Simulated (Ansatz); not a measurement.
Start from Cs in the bcc (W type) structure (space group Im-3m, No. 229; a = 6.161 Å; relaxed with 0.1 eV smearing).

Computed with PBE, PAW, 420 eV (Ansatz, an electronic-structure program; no spin-orbit coupling).

For the base:

- Pressure = 0.0 GPa

It is then changed as follows: an isotropic linear strain of +3.00 %; the atoms relax in the strained cell.

### Question
How does this affect the energy relative to the base?

### Answer
The energy grows by 5.4 meV/atom.

### Question
What happens to the pressure?

### Answer
The pressure stays essentially unchanged (0.0 GPa against -0.1 GPa).

No phonon test of stability was made. The final runs are not spin-polarised.
